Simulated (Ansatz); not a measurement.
Li_Cu in chalcopyrite CuGaSe2

The numbers are results of PBE, PAW (plane waves to 420 eV; Ansatz, a program for electronic structure), not measurements. Details: 64-site cell; 2×2×2 shifted k-points; start: the Cu site; no Hubbard U; the functional closes the host's gap; finite-size errors of tenths of an eV.

Neighbours after relaxation, in Å: of the Li atom: Se 2.50, Se 2.50, Se 2.50, Se 2.50.

```tsv
charge	moment (μB)	largest move off a lattice site (Å)
0	not spin-polarised	0.07
```

All states together cost very roughly 50 core-minutes.
